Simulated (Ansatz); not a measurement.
The starting structures come from a database of crystals and need not be the phases stable at ambient conditions.

 Where the default PAW files enter, the runs use the earlier of Ansatz's two default sets.

Here is the system:

```yaml
crystal:
  lattice:
    - [6.03780, 0.00000, 0.00000]
    - [2.85434, 5.32050, 0.00000]
    - [1.30822, 0.78276, 7.04122]
  atoms:
    - { symbol: K, position: [0.67666, 0.67666, 0.30097] }
    - { symbol: K, position: [0.32334, 0.32334, 0.69903] }
    - { symbol: K, position: [0.00000, 0.00000, 0.50000] }
    - { symbol: K, position: [0.00000, 0.00000, 0.00000] }
    - { symbol: V, position: [0.63810, 0.63810, 0.79742] }
    - { symbol: V, position: [0.36190, 0.36190, 0.20258] }
    - { symbol: O, position: [0.78681, 0.78681, 0.85953] }
    - { symbol: O, position: [0.21319, 0.21319, 0.14047] }
    - { symbol: O, position: [0.84379, 0.39737, 0.66994] }
    - { symbol: O, position: [0.15621, 0.60263, 0.33006] }
    - { symbol: O, position: [0.60263, 0.15621, 0.33006] }
    - { symbol: O, position: [0.39737, 0.84379, 0.66994] }
    - { symbol: O, position: [0.50000, 0.50000, 0.00000] }
```

Space group of this cell: C2/m. The cell is taken as given; by PBEsol its mean pressure is -1.2 GPa.

Transport runs along the normal of the first two printed cell vectors.

No gap correction and no spin-orbit coupling; mid-gap values are interpolated between computed energies.

**Question.** Estimate the band gap and the smallest decay constant κ at mid-gap that Ansatz (a program for electronic structure) with PBEsol returns for this system.

**Answer.** Gap 3.39 eV on a 6×6×4 mesh; κ = 0.495 1/Å, at the zone centre.
